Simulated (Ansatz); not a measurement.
Reference: InP (F-43m), PBEsol with spin-orbit coupling, rigid bands (plane waves, PAW; Ansatz, a quantum-chemistry and plane-wave program); axes and stresses refer to this cell.

```yaml
crystal:
  lattice:
    - [0.00000, 2.93940, 2.93940]
    - [2.93940, 0.00000, 2.93940]
    - [2.93940, 2.93940, 0.00000]
  atoms:
    - { symbol: In, position: [0.00000, 0.00000, 0.00000] }
    - { symbol: P, position: [0.25000, 0.25000, 0.25000] }
```

- hole conductivity mass = 0.56 mₑ
- Seebeck coefficient, p-type 1e19 cm⁻³ = 317 μV/K
- band gap = 0.54 eV

```
Change                                                        hole conductivity mass  Seebeck coefficient, p-type 1e19 cm⁻³    band gap
------------------------------------------------------------  ----------------------  -------------------------------------  ----------
biaxial stress xx = yy = -2 GPa (compression positive)                       0.25 mₑ                               205 μV/K  (withheld)
hydrostatic pressure 5 GPa                                                   0.52 mₑ                             (withheld)     0.88 eV
uniaxial stress along [110] of -1 GPa (compression positive)                 0.51 mₑ                               301 μV/K     0.48 eV
uniaxial stress along [110] of -2 GPa (compression positive)                 0.47 mₑ                               281 μV/K  (withheld)
uniaxial stress along [110] of 1 GPa (compression positive)                  0.40 mₑ                               281 μV/K     0.52 eV
uniaxial stress zz = 2 GPa (compression positive)                            0.26 mₑ                               200 μV/K     0.46 eV
```

Task: Fill in the missing entries.

Result: 
- biaxial stress xx = yy = -2 GPa (compression positive), band gap: 0.30 eV
- hydrostatic pressure 5 GPa, Seebeck coefficient, p-type 1e19 cm⁻³: 310 μV/K
- uniaxial stress along [110] of -2 GPa (compression positive), band gap: 0.42 eV

Masses are for dilute carriers at 300 K, harmonic means over directions unless an axis is named. Seebeck coefficients are for the stated density at 300 K, with one relaxation time for all states and whether or not that doping can be reached. Stresses and pressures are the targets of the relaxation.  The structure type is held under load, also where the real crystal would transform.
